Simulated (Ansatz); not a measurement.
Start from Mo in the bcc (W type) structure (space group Im-3m, No. 229; a = 3.1115 Å; relaxed with 0.1 eV smearing). Axes: x, y, z lie along the cube axes.

Level of theory: LDA (Ansatz, a quantum-chemistry and plane-wave program, PAW, no spin-orbit coupling).

It is then changed as follows: uniaxial strain ε_zz = −1.50 %, all other strain components held at zero; the atoms relax in the strained cell.

Question: Predict the stress tensor and what it implies for the stiffness.

Answer: Stress of the strained cell less that of the base (GPa, compression positive):
```
    2.8     0.0     0.0
    0.0     2.8     0.0
    0.0     0.0     8.1
```

Then −Δσ_ii/ε with ε = -0.0150 gives secant stiffness values (nonlinear terms included at this strain): C33 ≈ 540 GPa, C13 ≈ 189 GPa and C23 ≈ 189 GPa.

As a check, the harmonic strain energy −½ V₀ Δσ:ε is 5.7 meV/atom; the computed energy rise is 5.6 meV/atom.

No phonon test of stability was made. The final runs are not spin-polarised.
